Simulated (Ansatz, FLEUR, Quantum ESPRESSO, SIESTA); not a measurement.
**One structure in several programs: LaZn₂ (Imma, 6 atoms in the cell)**

Self-consistent single point, at a second geometry (lattice scaled by 0.98). First geometry:

```xyz
6
Lattice="-2.3000 3.7415 3.6849 2.3000 -3.7415 3.6849 2.3000 3.7415 -3.6849" Properties=species:S:1:pos:R:3 pbc="T T T"
La     0.0000     1.8707     3.9948
La     2.3000     1.8707    -0.3099
Zn     2.3000     3.2722     2.4776
Zn     0.0000     0.4693     1.2073
Zn     2.3000     0.4693     2.4776
Zn     0.0000     3.2722     1.2073
```

Shared settings, as Ansatz (an electronic-structure program) writes them: kpoints.mp_grid.grid = 4 4 4; scf.occupations.method = fermi_dirac; scf.occupations.width = 0.0073 Ry. Potentials and cutoffs stand in the table.

```
code                                                                                                                                      model  ΔF from the first geometry (meV/atom)  pressure (GPa)  largest force (eV/Å)           cutoff
----------------  -----------------------------------------------------------------------------------------------------------------------------  -------------------------------------  --------------  --------------------  ---------------
FLEUR                                                                           PBEsol, all-electron FLAPW (FLEUR), scalar-relativistic valence                                   20.6               –                 0.290  Kmax 3.8 1/bohr
Quantum ESPRESSO                                                                           PBEsol, GBRV 1.5 ultrasoft (PBESOL) pseudopotentials                                   21.5            4.83                 0.299            50 Ry
SIESTA            GGA PBEsol, numerical atomic orbitals DZP, PseudoDojo PBEsol standard norm-conserving potentials (rewritten from UPF to PSML)                                  -14.4            0.90                 0.371      grid 300 Ry
Ansatz                                                                                                          PBEsol, PAW files made with PBE                                   20.3            5.01                 0.289          30.9 Ry
```

Size of the force on each atom (eV/Å): Sizes of forces hide their directions.

| code | La1 | La2 | Zn3 | Zn4 | Zn5 | Zn6 |
|---|---|---|---|---|---|---|
| FLEUR | 0.290 | 0.290 | 0.034 | 0.034 | 0.034 | 0.034 |
| Quantum ESPRESSO | 0.299 | 0.299 | 0.027 | 0.027 | 0.027 | 0.027 |
| SIESTA | 0.371 | 0.371 | 0.154 | 0.154 | 0.150 | 0.150 |
| Ansatz | 0.289 | 0.289 | 0.032 | 0.032 | 0.032 | 0.032 |

A dash marks a value that a program does not give, or that is left out as unsure.

The spread over the programs that give each value: ΔF from the first geometry within 35.9 meV/atom; pressure within 4.11 GPa; largest force within 0.082 eV/Å.

SIESTA uses small atom-centred bases, whose incompleteness enters pressures, forces and empty levels differently from a plane-wave cutoff. FLEUR treats all electrons, but the usual bases taken here (sphere radii, linearisation, local orbitals, empty states) were not tested for convergence, so the values are no reference for the others. Ansatz's pressure is given at a fixed set of plane waves, as the other plane-wave codes print theirs; with its correction for the finite basis it is 5.06 GPa. In the pressure, SIESTA (by 4.02) lies more than 1 GPa from the median of the plane-wave programs. In the force vectors, SIESTA (by 0.146) lies more than 0.08 eV/Å from the median of the plane-wave programs.

The shared mesh is coarse (it stands for a supercell whose shortest vector is 18 Å), so the values are not converged in it.

The starting cell comes from a database of computed structures (which also holds hypothetical and non-ambient phases and stackings), without a prior relaxation at this level. Its lattice was rescaled by a random factor within 2.5 % of one. For this run, on top of that: lattice scaled by 0.98.

Keys are those of Ansatz 0.2.
